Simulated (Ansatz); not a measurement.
The reference is CuI in the zinc blende structure (space group F-43m, No. 216; a = 5.9393 Å). Axes: x, y, z lie along the cube axes.

Level of theory: PBEsol, PAW, 420 eV (Ansatz, a program for electronic structure; without spin-orbit coupling).

The change: the cell is scaled by 1.0200 in all directions, atoms relaxed at fixed cell.

Q: Predict the stress tensor and what it implies for the stiffness.

A: Stress of the strained cell less that of the base (GPa, compression positive):
```
  -2.51    0.00    0.00
   0.00   -2.51    0.00
   0.00    0.00   -2.51
```

Then B = −ΔP/(ΔV/V₀) with ΔV/V₀ = 0.0612 gives secant stiffness values (nonlinear terms included at this strain): B ≈ 41 GPa.

As a check, the harmonic strain energy −½ V₀ Δσ:ε is 12 meV/atom; the computed energy rise is 13 meV/atom.

Whether these cells are dynamically stable was not tested. The final runs are not spin-polarised.
